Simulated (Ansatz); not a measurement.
**Free zigzag chain of Pd atoms**

Calculation: PBE (plane waves to 420 eV, PAW; Ansatz, an electronic-structure program). Mesh 1×1×72. Collinear spin, started with parallel moments, which vanish. It repeats along c; a and b span vacuum. A hypothetical model. Symmetry and one short period hold its shape; lower forms weren't sought. Pairing along the axis, which can open a gap, is among the distortions not tried.

| Property | Value |
|---|---|
| period along the axis (2 atoms) | 2.547 Å |
| PBE gap | none (under 0.01 eV) |
| crossings of the Fermi level between Γ and the zone edge (49 points) | 5, each for both spins (ideal conductance 5 × 2e²/h) |

```xyz
2
Lattice="12.5000 0.0000 0.0000 0.0000 11.0000 0.0000 0.0000 0.0000 2.5468" Properties=species:S:1:pos:R:3 pbc="T T T"
Pd     5.1009     5.5000     0.0000
Pd     7.3991     5.5000     1.2734
```
